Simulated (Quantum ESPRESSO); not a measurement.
How far to go with the k-point mesh at a smearing width of 0.05 eV: W (Im-3m, 1 atom in the cell)

```
CELL_PARAMETERS angstrom
     -1.57210     1.57210     1.57210
      1.57210    -1.57210     1.57210
      1.57210     1.57210    -1.57210
ATOMIC_POSITIONS crystal
  W  0.00000 0.00000 0.00000
```

Method: PBE, SSSP 1.1.2 efficiency (PBE) pseudopotentials (plane waves; Quantum ESPRESSO).

Base settings: ecutwfc = 40 Ry; ecutrho = 320 Ry; occupations = smearing; smearing = fd; degauss = 0.0073499 Ry; potentials = {W: W_pbe_v1.2.uspp.F.UPF}; K_POINTS = automatic 15 15 15 0 0 0; conv_thr = 1e-11 Ry.

In this ladder: degauss = 0.0036749 Ry.

The second cell is the first with its lattice scaled by 0.98.

Only quantities that move along the ladder and can be compared are tabulated.

The count of work is k-points × plane waves × bands × iterations; it is no time. 

The starting cell has typed, rounded lattice constants, without a prior relaxation at this level. Its lattice was rescaled by up to half a per cent. Spin polarisation is off. In the base run, with a pressure of about 9 GPa the cell is away from its equilibrium volume at this level.

| K_POINTS | free energy less the last step's (meV/atom) | energy of the compressed cell less the first (meV/atom) | pressure (GPa) | count of work / last |
|---|---|---|---|---|
| automatic 5 5 5 0 0 0 | -49.17 | 138.64 | 8.84 | 0.0086 |
| automatic 6 6 6 0 0 0 | -51.76 | 126.17 | 6.88 | 0.018 |
| automatic 8 8 8 0 0 0 | 2.31 | 142.10 | 9.40 | 0.025 |
| automatic 9 9 9 0 0 0 | -13.51 | 136.88 | 8.62 | 0.038 |
| automatic 11 11 11 0 0 0 | 21.45 | 138.48 | 9.07 | 0.042 |
| automatic 13 13 13 0 0 0 | -12.95 | 137.43 | 8.62 | 0.091 |
| automatic 16 16 16 0 0 0 | -3.31 | 136.37 | 8.57 | 0.14 |
| automatic 19 19 19 0 0 0 | -1.44 | 136.85 | 8.67 | 0.22 |
| automatic 24 24 24 0 0 0 | -0.89 | 137.70 | 8.87 | 0.36 |
| automatic 29 29 29 0 0 0 | 0.98 | 137.82 | 8.87 | 0.60 |
| automatic 35 35 35 0 0 0 | 0.00 | 138.12 | 8.88 | 1.0 |

Coarsest K_POINTS that holds the free energy within 5 meV/atom of the last step, with all finer ones: automatic 16 16 16 0 0 0, at 0.14 of the last step's count of work; the step before is off by 13 meV/atom.

Coarsest K_POINTS that holds the pressure within 0.05 GPa of the last step, with all finer ones: automatic 24 24 24 0 0 0, at 0.36 of the last step's count of work; the step before is off by 0.22 GPa.

State of the energy of the compressed cell less the first at the end of the ladder: still drifting one way, by 0.41 meV/atom over the last two steps, so the last step is no safe reference.
